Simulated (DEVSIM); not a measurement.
System: Ti/SiO2/p-Si capacitor, at 300 K.

| layer (left to right) | material | thickness (nm) | Na (cm⁻³) |
|---|---|---|---|
| 1 | SiO2 | 23.0 | - |
| 2 | Si | 690 | 7e17 |

Metal gate on the left, work function 4.33 eV. Fixed charge at the semiconductor interface -1.2e10 cm⁻² (in units of +e); no interface traps.

This is a model device: material constants are rounded textbook-type values typed into the input, and sizes, dopings and lifetimes were drawn at random. Values at 300 K; Nc and Nv go as T^1.5, mobilities as T to minus their exponent, the gap by Varshni's rule with the affinity fixed.

| parameter | SiO2 | Si |
|---|---|---|
| gap (eV) | 9 | 1.124 |
| affinity (eV) | 0.9 | 4.05 |
| permittivity | 3.9 | 11.7 |
| Nc (cm⁻³) | - | 2.86e19 |
| Nv (cm⁻³) | - | 3.1e19 |
| Varshni α (eV/K) | - | 0.000473 |
| Varshni β (K) | - | 636 |

Simulated with DEVSIM: 1D Poisson equation in equilibrium, Boltzmann statistics, complete ionisation; no quantum confinement or tunnelling. Metal contacts follow the ideal Schottky-Mott rule: no Fermi-level pinning, no interface dipoles.

The temperature was swept, all else fixed.

```
temperature (K)  flat-band voltage (V)  minimum of the low-frequency capacitance (μF/cm²)
---------------  ---------------------  -------------------------------------------------
250                              -0.77                                             0.0959
300                              -0.73                                             0.0971
350                              -0.70                                             0.0989
400                              -0.66                                              0.101
450                              -0.62                                              0.103
500                              -0.58                                              0.106
```

From the first row to the last the flat-band voltage goes from -0.77 to -0.58. From the first row to the last the minimum of the low-frequency capacitance goes from 0.0959 to 0.106.
